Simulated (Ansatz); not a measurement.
Results of LDA (Ansatz, an electronic-structure program, plane waves, PAW) for CsCl-type BaTe (model structure).

Settings: plane-wave cutoff 500 eV, 10×10×10 k mesh, Fermi–Dirac smearing 0.05 eV, scalar-relativistic PAW data made under PBE.

Cell (relaxed at this level):

```
BaTe
1.0
    4.11485     0.00000     0.00000
    0.00000     4.11485     0.00000
    0.00000     0.00000     4.11485
Ba Te
1 1
Cartesian
  0.00000   0.00000   0.00000
  2.05742   2.05742   2.05742
```

Predict the band gap.


- band gap: 0.53 eV (on the SCF k mesh)

Note: the relaxation could raise the start's symmetry but not lower it, so the cell can be a saddle point.

Spin–orbit coupling is not included; with these elements it can move the gap by several tenths of an eV or more.

The computed numbers hold no vibrational or temperature effects.

The result took very roughly 20 core-seconds.

A model structure was made by putting elements into a prototype or built by hand; it is no filed structure, need not be a known phase, and can be a saddle point held by its symmetry.
